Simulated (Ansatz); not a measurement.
Consider Rh in the fcc (Cu type) structure (space group Fm-3m, No. 225; a = 3.8015 Å; relaxed with 0.1 eV smearing). Axes: x, y, z lie along the cube axes.

Level of theory: DFT with r2SCAN, PAW potentials and a 500 eV plane-wave cutoff in Ansatz (a first-principles code), no spin-orbit coupling.

Modification: uniaxial strain ε_zz = −2.01 %, all other strain components held at zero, atoms relaxed at fixed cell.

Q: How does this affect the stress?

A: The stress (xx, yy, zz, yz, xz, xy; compression positive) comes out as (4.3, 4.3, 9.5, 0.0, 0.0, 0.0) GPa.

Q: What happens to the energy relative to the base?

A: The energy rises by 8.0 meV/atom.

No phonon test of stability was made. All final runs are without spin polarisation.
